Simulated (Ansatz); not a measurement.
A computed series for TiO2: element substitutions

Consider TiO₂ in the rutile structure (space group P4_2/mnm, No. 136; a = 4.591 Å, c = 2.939 Å).

Each row replaces one element on all its sites; cell and atoms are relaxed.

Levels (all Ansatz, a program for electronic structure, PAW): PBEsol (420 eV, no spin-orbit coupling); r2SCAN (500 eV, scalar-relativistic without spin-orbit coupling).

Band gaps by level, all at the geometries relaxed with PBEsol:

| case | PBEsol | r2SCAN |
|---|---|---|
| base | 1.87 eV | 2.24 eV |
| Ti → Ga | zero | zero |
| Ti → Sn | 0.92 eV | 1.68 eV |

Other magnetic orders, which the real material may have, were not ruled out. Single points use the geometry relaxed with PBEsol. Stability against distortions was not tested. As relaxed here, GaO2 is a hypothetical phase, not in the database extracts checked. Spin-polarised in the final run: PBEsol GaO2 and r2SCAN GaO2; the other runs are not.
